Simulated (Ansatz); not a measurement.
The parent structure is HfO2 in the fluorite structure (space group Fm-3m, No. 225).

```
HfO2
1.0
    0.00000     2.50052     2.50052
    2.50052     0.00000     2.50052
    2.50052     2.50052     0.00000
Hf O
1 2
Direct
  0.00000   0.00000   0.00000
  0.25000   0.25000   0.25000
  0.75000   0.75000   0.75000
```

Cartesian axes are those of the cell as printed.

Calculations: plane-wave PAW DFT at the LDA level (Ansatz, a first-principles code, 420 eV), without spin-orbit coupling.

Strains are applied to the cell and any free atomic positions relax.

One change was made to it. Results:

The band gap shrinks by 0.27 eV to 3.39 eV; the electron mass changes from 1.1 mₑ along k, 0.68 mₑ across (at X) to 1.6 mₑ along z, 0.49 mₑ across (at Γ).

Which of these changes matches the shifts?
A. uniaxial strain ε_zz = −0.50 %
B. uniaxial strain ε_zz = −3.00 %
C. uniaxial strain ε_zz = −2.00 %
D. uniaxial strain ε_zz = +2.50 %

B, uniaxial strain ε_zz = −3.00 %. For comparison, the band gap in the other runs: uniaxial strain ε_zz = −0.50 % gives 3.64 eV; uniaxial strain ε_zz = +2.50 % gives 3.45 eV; uniaxial strain ε_zz = −2.00 % gives 3.52 eV.

With Hf present, leaving out spin-orbit coupling can change the band edges. Effective masses come from finite differences of ±0.01 Å⁻¹. Along k means along the line from Γ to the band edge. No phonon test of stability was made. This is not the structure that HfO2 has at room temperature and ambient pressure.
